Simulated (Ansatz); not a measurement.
# Os under a change: biaxial strain +3.00 %, plane normal [001], relaxed out of plane

The parent structure is Os in the hcp (Mg type) structure (space group P6_3/mmc, No. 194; a = 2.729 Å, c = 4.309 Å; relaxed with 0.1 eV smearing). Axes: x lies along a and z along c of the hexagonal cell.

Modification: biaxial strain +3.00 %, plane normal [001], relaxed out of plane (Cartesian); in-plane vectors clamped, the third vector and the atoms free.

Method: Ansatz (a program for electronic structure), PBEsol, PAW, cutoff 420 eV, spin-orbit coupling left out. k-mesh 24×24×14 (Γ-centred); smearing 0.1 eV (Fermi–Dirac).

The space group remains P6_3/mmc (No. 194) and the shortest interatomic distance stays 2.669 Å. The band gap stays zero and the out-of-plane strain amounts to -1.63 %. The ratio −ε⊥/ε∥ is 0.54 and the mean in-plane stress (compression positive) amounts to -22.4 GPa.

Final structure (turned so that z lies along the plane normal):

```xyz
2
Lattice="2.8109 0.0000 0.0000 1.4054 2.4343 0.0000 0.0000 0.0000 4.2388" Properties=species:S:1:pos:R:3 pbc="T T T"
Os     2.8109     1.6229     3.1791
Os     1.4054     0.8114     1.0597
```

Stability against distortions was not tested. All final runs are without spin polarisation.
